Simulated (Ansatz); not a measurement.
The parent structure is Rb3GaF6 (space group Fm-3m, No. 225; a = 9.0081 Å; a cell from a computed database, its experimental status unchecked).

Level of theory: Ansatz (a quantum-chemistry and plane-wave program), r2SCAN, PAW, cutoff 500 eV, without spin-orbit coupling.

Before the change:

```
Property               Result
-------------  --------------
Pressure             0.00 GPa
Electron mass  0.49 mₑ (at Γ)
```

The change: the cell is scaled by 0.9849 in all directions; the atoms relax in the strained cell.

Q: Predict the new mean gap deformation potential ΔEg/Δln V.

A: The mean gap deformation potential ΔEg/Δln V amounts to -5.8 eV.

Q: Estimate the effect on the pressure.

A: The pressure goes from zero to 2.10 GPa.

Q: How does this affect the electron mass?

A: The electron mass changes from 0.49 mₑ (at Γ) to 0.48 mₑ (at Γ).

Q: What happens to the largest internal atomic displacement?

A: The largest internal atomic displacement amounts to 0.017 Å.

Effective masses come from finite differences of ±0.01 Å⁻¹. Whether these cells are dynamically stable was not tested.
